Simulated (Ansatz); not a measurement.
**Several settings converged on CaC₂ (R-3m, 3 atoms in the cell)**

```
CELL_PARAMETERS angstrom
      1.93468     1.11699     3.93410
     -1.93468     1.11699     3.93410
      0.00000    -2.23397     3.93410
ATOMIC_POSITIONS crystal
  Ca 0.00000 0.00000 0.00000
  C  0.55291 0.55291 0.55291
  C  0.44709 0.44709 0.44709
```

Base method: LDA (PW92), default PAW files made with PBE (plane waves; Ansatz, a first-principles code).

Base settings: basis.ecutwfc = 420 eV; kpoints.mp_grid.grid = 8 8 8; hamiltonian.xc = lda; hamiltonian.pseudopotentials = {kind: paw} (the program's default PAW files); scf.occupations.method = fermi_dirac; scf.occupations.width = 0.05 eV.

Core times come from one kind of shared machine, to one figure; runs under 30 s give none.

**Zone-centre phonons against the SCF threshold**

In this ladder: scf.occupations.method = fixed; scf.occupations.width = default; phonons.method = dfpt; phonons.dielectric = true; phonons.rigid_motions = translations.

The mesh stays at the base's, so the ladder's end is converged at best in this setting alone.

Only quantities that move along the ladder and can be compared are tabulated.

ε∞ and Born charges come from denser meshes that the program picks itself.

| scf.convergence.dr2_threshold | largest Born charge (mean of the diagonal) (e) | core time / last (rough) |
|---|---|---|
| 0.001 eV | 2.423 | 0.6 |
| 1e-05 eV | 2.369 | 0.7 |
| 1e-07 eV | 2.370 | 0.8 |
| 1e-09 eV | 2.370 | 0.9 |
| 1e-11 eV | 2.370 | 1 |

Coarsest scf.convergence.dr2_threshold that holds the largest Born charge (mean of the diagonal) within 0.02 e of the last step, with all finer ones: 1e-05 eV; the step before is off by 0.053 e.

**The dielectric constant against shifted meshes**

In this ladder: scf.occupations.method = fixed; scf.occupations.width = default; kpoints.mp_grid.shift = 0.5 0.5 0.5; dielectric = true; dielectric.field_mesh = kpoints.

Only quantities that move along the ladder and can be compared are tabulated.

```csv
kpoints.mp_grid.grid,largest Born charge (mean of the diagonal) (e),mean ε∞,core time / last (rough)
3 3 3,2.386,3.730,–
4 4 4,2.373,3.818,–
5 5 5,2.371,3.838,–
6 6 6,2.370,3.843,–
8 8 8,2.370,3.845,0.07
12 12 12,2.370,3.845,0.2
19 19 19,2.370,3.845,1
```

Coarsest kpoints.mp_grid.grid that holds the largest Born charge (mean of the diagonal) within 0.01 e of the last step, with all finer ones: 4 4 4; the step before is off by 0.015 e.

Coarsest kpoints.mp_grid.grid that holds the mean ε∞ within 0.02 of the last step, with all finer ones: 5 5 5; the step before is off by 0.027.

On the base run: the starting cell comes from a database of computed structures (which also holds hypothetical and non-ambient phases and stackings), without a prior relaxation at this level. Its lattice was rescaled by up to half a per cent. In the base run, with a pressure of about -4 GPa the cell is away from its equilibrium volume at this level.

Keys are those of Ansatz 0.2.
